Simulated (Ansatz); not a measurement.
Take BN in the zinc blende structure (space group F-43m, No. 216) as the base.

Space group F-43m (No. 216); a = 3.625 Å, b = 3.625 Å, c = 3.625 Å, α = 90.00°, β = 90.00°, γ = 90.00°

| atom | site | symmetry | x | y | z |
|---|---|---|---|---|---|
| N | 4c | -43m | 0.2500 | 0.2500 | 0.2500 |
| B | 4a | -43m | 0.0000 | 0.0000 | 0.0000 |
(The calculation used a cell of 2 atoms; values per cell refer to that cell.)

Computed with Kohn–Sham DFT with the PBE functional, run in Ansatz (a quantum-chemistry and plane-wave program) with PAW and 420 eV plane waves, spin-orbit coupling left out.

For the base:

```
Quantity                                Value
----------------------------  ---------------
Gap between the host's bands          4.46 eV
Gap character                 indirect, Γ → X
```

Modification: electron doping at 1.0×10^22 cm⁻³ (0.119 per cell), with a uniform compensating background at fixed cell and a 300 K Fermi–Dirac width.

Predict the new gap between the host's bands.

The gap between the host's bands falls by 0.098 eV, from 4.46 eV to 4.37 eV.

Estimate the effect on the Fermi level from band edge.

The Fermi level relative to the doped band's edge (positive inside the band; to 0.05 eV) amounts to +1.55 eV.

What happens to the gap character?

The gap character is still indirect, Γ → X.

Carriers are added with a uniform compensating background; total energy and stress of such cells depend on the potential's zero and are not compared; many-body gap narrowing is missing at this level. Stability against distortions was not tested.
